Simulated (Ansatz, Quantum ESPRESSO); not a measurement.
A Quantum ESPRESSO input for a self-consistent single point of Rb (Im-3m, 1 atom in the cell) (DFT, PBEsol, plane waves, PSlibrary PAW (PBE) pseudopotentials):

```fortran
&CONTROL
    calculation = 'scf'
    prefix = 'Rb'
    outdir = './work'
    pseudo_dir = './'
    verbosity = 'high'
    tprnfor = .true.
    tstress = .true.
/
&SYSTEM
    ibrav = 3
    celldm(1) = 10.51679832
    nat = 1
    ntyp = 1
    ecutwfc = 40
    ecutrho = 280
    occupations = 'smearing'
    smearing = 'gauss'
    degauss = 0.019992
    input_dft = 'pbesol'
/
&ELECTRONS
    conv_thr = 1.0d-9
/
ATOMIC_SPECIES
Rb    85.4678  Rb.pbe-spn-kjpaw_psl.1.0.0.UPF
ATOMIC_POSITIONS {angstrom}
Rb    0.00000000    0.00000000    0.00000000
K_POINTS {automatic}
11 11 11  0 0 0
```

### Question
Translate this input to Ansatz (a quantum-chemistry and plane-wave program).

### Answer
This is the input that was run; spellings and numerical settings could be chosen otherwise.

Ansatz 0.2 input:
```yaml
crystal:
  lattice:
    - [-2.782625, 2.782625, 2.782625]
    - [2.782625, -2.782625, 2.782625]
    - [2.782625, 2.782625, -2.782625]
  atoms:
    - { symbol: Rb, position: [0.000000, 0.000000, 0.000000] }
basis:
  ecutwfc: 30.9 Ry
kpoints:
  mp_grid: { grid: [11, 11, 11] }
hamiltonian:
  xc: pbesol
  pseudopotentials: { kind: paw }
scf:
  occupations: { method: gaussian, width: 0.02 Ry }
output:
  forces: true
  eigenvalues: true
  stress: true
```

Basis settings and potentials, where a program has them, do not carry over. This input uses DFT, PBEsol, plane waves, default PAW files made with PBE. The width in Ry is rounded to four decimals. Both were run: pressure 0.00 GPa in Quantum ESPRESSO and 0.01 in Ansatz. Ansatz's pressure is the one without its finite-basis correction.

On Ansatz: the starting cell has typed, rounded lattice constants, without a prior relaxation at this level. Its lattice was rescaled by a random factor within 2.5 % of one.

On Quantum ESPRESSO: the starting cell has typed, rounded lattice constants, without a prior relaxation at this level. Its lattice was rescaled by a random factor within 2.5 % of one.
